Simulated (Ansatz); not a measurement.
**Quick settings and what they miss: Al2Te3 (Cc, 10 atoms in the cell)**

Self-consistent single point.

```yaml
crystal:
  lattice:
    - [6.51921, -3.73331, 0.00000]
    - [6.51921, 3.73331, 0.00000]
    - [-4.16213, 0.00000, 7.04597]
  atoms:
    - { symbol: Al, position: [0.98612, 0.17824, 0.50411] }
    - { symbol: Al, position: [0.17824, 0.98612, 0.00411] }
    - { symbol: Al, position: [0.67804, 0.80894, 0.49492] }
    - { symbol: Al, position: [0.80894, 0.67804, 0.99492] }
    - { symbol: Te, position: [0.13235, 0.29933, 0.88808] }
    - { symbol: Te, position: [0.29933, 0.13235, 0.38808] }
    - { symbol: Te, position: [0.78197, 0.97787, 0.87897] }
    - { symbol: Te, position: [0.97787, 0.78197, 0.37897] }
    - { symbol: Te, position: [0.45103, 0.62271, 0.85897] }
    - { symbol: Te, position: [0.62271, 0.45103, 0.35897] }
```

Computed with LDA (PW92), PAW files made with PBE (plane waves; Ansatz, a program for electronic structure).

Base settings: basis.ecutwfc = 420 eV; kpoints.mp_grid.grid = 4 4 3; hamiltonian.xc = lda; hamiltonian.pseudopotentials = {kind: paw} (the program's default PAW files); scf.occupations.method = fixed.

Tight run (finer mesh or higher cutoff; not a proven limit): basis.ecutwfc: 420 eV → 590 eV; kpoints.mp_grid.grid: 4 4 3 → 6 6 5; scf.convergence.dr2_threshold: default (1e-07 eV) → 1e-09 eV. It gave top of the valence band (on the code's own zero) 5.19 eV; gap on the k-point mesh 1.11 eV; pressure -3.45 GPa; largest force (vector length) 0.330 eV/Å.

Quick runs, as changes from the base:
- A: the base itself
- B: basis.ecutwfc: 420 eV → 210 eV; kpoints.mp_grid.grid: 4 4 3 → 2 2 2; scf.occupations.method: fixed → fermi_dirac; scf.occupations.width: default → 0.136 eV
- C: basis.ecutwfc: 420 eV → 335 eV; kpoints.mp_grid.grid: 4 4 3 → 2 2 2; scf.convergence.dr2_threshold: default (1e-07 eV) → 0.001 eV
- D: basis.ecutwfc: 420 eV → 250 eV; kpoints.mp_grid.grid: 4 4 3 → 1 1 1; hamiltonian.xc: lda → pbesol [PBEsol]

Energies are extrapolated to zero smearing width, which holds to low order in the width alone.

Dashes: energy of D, another energy zero.

Gaps are read on each run's own mesh, which may miss the band edges.

† marks runs with another functional, U, potentials or spin treatment: their distance from the tight run is not a convergence error alone.

The count of work is k-points × plane waves × bands × iterations; it is no time. 

Pressures in the table are Ansatz's without its Pulay estimate, at a fixed set of plane waves; the tight run's value above holds the estimate.

The starting cell comes from a database of computed structures (which also holds hypothetical and non-ambient phases and stackings), without a prior relaxation at this level. Its lattice was rescaled by a random factor within 2.5 % of one. Spin-orbit coupling is off. In the base run, with a pressure of about -3 GPa the cell is away from its equilibrium volume at this level.

| run | energy less tight (meV/atom) | pressure less tight (GPa) | largest miss in a force vector (eV/Å) | gap on the mesh less tight (eV) | count of work / tight |
|---|---|---|---|---|---|
| A | 1.3 | -0.02 | 0.002 | 0.007 | 0.15 |
| B | 2506.1 | -69.94 | 0.093 | -0.097 | 0.019 |
| C | 17.7 | -0.18 | 0.051 | 0.006 | 0.023 |
| D† | – | -12.52 | 0.420 | 0.036 | 0.0040 |

Among the runs at the tight run's level, the energy misses run from 1.3 to 2506.1 meV/atom.

Left out of this page: 2 runs of the series outside the window shown, repeating another row's setting, or not comparable.

Keys are those of Ansatz 0.2.
